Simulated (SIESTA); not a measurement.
SIESTA run on YPd3 (Pm-3m, 4 atoms in the cell): self-consistent single point.

Level of theory: LDA PW92, numerical atomic orbitals DZP, PseudoDojo LDA standard norm-conserving potentials (rewritten from UPF to PSML) (SIESTA 5.4.2).

```xyz
4
Lattice="4.0999 0.0000 0.0000 0.0000 4.0999 0.0000 0.0000 0.0000 4.0999" Properties=species:S:1:pos:R:3 pbc="T T T"
Y      0.0000     0.0000     0.0000
Pd     2.0500     2.0500     0.0000
Pd     0.0000     2.0500     2.0500
Pd     2.0500     0.0000     2.0500
```

Reference input (self-consistent single point, DFT, GGA PBEsol, numerical atomic orbitals DZP, PseudoDojo PBEsol standard norm-conserving potentials (rewritten from UPF to PSML)): XC.functional = GGA; XC.authors = PBEsol; potentials = PseudoDojo PBEsol standard; PAO.BasisSize = DZP; PAO.EnergyShift = 0.01 Ry; MeshCutoff = 300 Ry; kgrid.MonkhorstPack = 7 7 7; OccupationFunction = MP; OccupationMPOrder = 0; ElectronicTemperature = 0.272 eV; MaxSCFIterations = 150; SCF.Mixer.Method = Broyden. This run's input differs from it in these lines:

```diff
@@ -1,2 +1,2 @@
-# files in the folder: Y.psml Pd.psml (PseudoDojo PBEsol standard)
+# files in the folder: Y.psml Pd.psml (PseudoDojo LDA standard)
 SystemName  YPd3
@@ -24,4 +24,4 @@
 
-XC.functional                GGA
-XC.authors                   PBEsol
+XC.functional                LDA
+XC.authors                   PW92
 PAO.BasisSize                DZP
```

Output, abridged:

```
        iscf     Eharris(eV)        E_KS(eV)     FreeEng(eV)     dDmax    Ef(eV) dHmax(eV)
   scf:    1   -12107.335847   -12128.335656   -12128.412521  1.441440 -5.371939  2.574241
   scf:    2   -12129.220102   -12128.944292   -12128.989271  0.093996 -5.617461  2.323522
   scf:    3   -12129.127315   -12129.046367   -12129.093627  0.040052 -5.642667  1.141024
   scf:    4   -12129.117023   -12129.090716   -12129.135189  0.045541 -5.709340  0.050678
   scf:    5   -12129.092549   -12129.091966   -12129.135655  0.004387 -5.719057  0.055759
   [... 3 lines left out ...]
   scf:    9   -12129.091624   -12129.091630   -12129.135892  0.000036 -5.718481  0.000664
   scf:   10   -12129.091633   -12129.091632   -12129.135892  0.000027 -5.718554  0.000449
   scf:   11   -12129.091635   -12129.091633   -12129.135892  0.000012 -5.718604  0.000308
   scf:   12   -12129.091635   -12129.091634   -12129.135892  0.000008 -5.718644  0.000205
SCF Convergence by DM+H criterion
max |DM_out - DM_in|         :     0.0000083027
max |H_out - H_in|      (eV) :     0.0002054291
SCF cycle converged after 12 iterations

Using DM_out to compute the final energy and forces

siesta: E_KS(eV) =           -12129.0916

siesta: E_KS - E_eggbox =    -12129.0916

siesta: Atomic forces (eV/Ang):
     1   -0.000000   -0.000000   -0.000000
     2    0.000000    0.000000    0.000000
     3    0.000000    0.000000    0.000000
     4    0.000000    0.000000    0.000000
   Tot    0.000000    0.000000    0.000000
   Max    0.000000
   Res    0.000000    sqrt( Sum f_i^2 / 3N )
   Max    0.000000    constrained

Stress tensor Voigt[x,y,z,yz,xz,xy] (kbar):      112.23      112.23      112.23       -0.00       -0.00       -0.00
(Free)E + p*V (eV/cell)   -12133.9636
   [... lines left out ...]
siesta: FreeEng =    -12129.135892
siesta: Cell volume =         68.916966 Ang**3
siesta:        -112.23465928       -112.23466046  kBar
   [... lines left out ...]
              0.259   1.550   1.550   1.601   1.698   1.624   0.210   0.210

              0.188   0.142   0.200

mulliken: Qtot =       65.000

Mulliken Atomic Populations:
Atom #   charge [q] valence [e]  Species
     1     0.175582   10.824418  Y
     2    -0.058527   18.058527  Pd
     3    -0.058527   18.058527  Pd
     4    -0.058527   18.058527  Pd
 Total     0.000000
```

The run converged in 12 iterations. Against the reference run the pressure goes from -6.86 to -11.22 GPa.

The starting cell comes from a database of computed structures (which also holds hypothetical and non-ambient phases and stackings), without a prior relaxation at this level. Spin polarisation is off. Values carry the incompleteness of an atom-centred basis. With a pressure of about -11 GPa the cell is away from its equilibrium volume at this level.

Cost on one core of a shared machine: roughly 40 s.
